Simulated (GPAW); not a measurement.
Band structure of TiOs (Pm-3m, 2 atoms in the cell).

```yaml
crystal:
  lattice:
    - [3.08463, 0.00000, 0.00000]
    - [0.00000, 3.08463, 0.00000]
    - [0.00000, 0.00000, 3.08463]
  atoms:
    - { symbol: Ti, position: [0.50000, 0.50000, 0.50000] }
    - { symbol: Os, position: [0.00000, 0.00000, 0.00000] }
```

Method of the run: PBEsol, GPAW PAW datasets PBEsol (made by gpaw-setup) (plane waves; GPAW).

Settings: mode = pw; ecut = 800 eV; xc = PBEsol; kpts = 14 14 14; mesh shift (steps) = 0 0 0; occupations.name = methfessel-paxton; occupations.width = 0.1 eV; occupations.order = 0; nbands = -10; symmetry.symmorphic = false; symmetry.tolerance = 0.0005; maxiter = 150; bandpath_npoints = 40.

The starting cell comes from a database of computed structures (which also holds hypothetical and non-ambient phases and stackings), without a prior relaxation at this level. Spin-orbit coupling is off. Spin polarisation is off.

Levels in eV from the Fermi level, bands 10 to 17:
```json
[
 {"point": "Γ", "10": "-5.22", "11": "-1.28", "12": "-1.28", "13": "-1.28", "14": "1.86", "15": "1.86", "16": "3.71", "17": "3.71"},
 {"point": "X", "10": "-3.38", "11": "-1.59", "12": "-1.59", "13": "-0.86", "14": "-0.07", "15": "0.68", "16": "0.68", "17": "1.95"},
 {"point": "M", "10": "-3.11", "11": "-3.11", "12": "0.91", "13": "0.91", "14": "1.13", "15": "1.20", "16": "2.17", "17": "2.95"},
 {"point": "R", "10": "-3.61", "11": "-1.52", "12": "-1.52", "13": "-1.52", "14": "1.32", "15": "1.32", "16": "3.03", "17": "3.03"}
]
```

Bands cross the Fermi level along this path, so the cell is metallic at this level.
